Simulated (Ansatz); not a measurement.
The reference is AlN in the wurtzite structure (space group P6_3mc, No. 186; a = 3.107 Å, c = 4.978 Å). Axes: x lies along a and z along c of the hexagonal cell.

Computed with r2SCAN in Ansatz (plane waves to 500 eV, PAW, scalar-relativistic without spin-orbit coupling).

Strains are applied to the cell and any free atomic positions relax; under biaxial strain the out-of-plane vector relaxes too; under stress the whole cell relaxes.

One change was made to it. Results:

The valence-band top at Γ (three highest levels, from the VBM) goes from 0.00, -0.22, -0.22 eV to 0.00, -0.19, -0.19 eV; the band gap remains 4.88 eV; the gap character is still direct at Γ.

What was done to the base?
A) biaxial strain −0.22 %, plane normal [001], relaxed out of plane
B) uniaxial stress, 1 GPa tension along z
C) biaxial strain +0.66 %, plane normal [001], relaxed out of plane
D) biaxial strain −2.97 %, plane normal [001], relaxed out of plane

B, uniaxial stress, 1 GPa tension along z. For comparison, the band gap in the other runs: biaxial strain −2.97 %, plane normal [001], relaxed out of plane gives 5.30 eV; biaxial strain +0.66 %, plane normal [001], relaxed out of plane gives 4.74 eV; biaxial strain −0.22 %, plane normal [001], relaxed out of plane gives 4.93 eV.

Beyond what the load breaks, stability against distortions was not tested.

Ansatz is a quantum-chemistry and plane-wave program.
